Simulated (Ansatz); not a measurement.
Given:

```xyz
2
Lattice="3.2983 0.0000 0.0000 -1.6491 2.8564 0.0000 0.0000 0.0000 5.2875" Properties=species:S:1:pos:R:3 pbc="T T T"
Zr     0.0000     1.9043     3.9656
Zr     1.6491     0.9521     1.3219
```

No spin polarisation.

The values are results of Kohn–Sham DFT with the PBE functional, run in Ansatz (a first-principles code) with PAW and 420 eV plane waves, without spin-orbit coupling, earlier PAW set, not measurements. Settings: 21×21×11 k-points, 0.1 eV Fermi–Dirac smearing.

Question: Predict the space group, band gap and pressure.

Answer: The space group is P6_3/mmc (No. 194) and the band gap comes out as zero. The pressure (mean of the normal stresses, compression positive) comes out as -5.2 GPa.

The cells carry an imposed strain or load. Stability against distortions was not tested. All final runs are without spin polarisation. The cell was made from Zr in the hcp (Mg type) structure (space group P6_3/mmc, No. 194) by this change: isotropic strain +2.09 %.
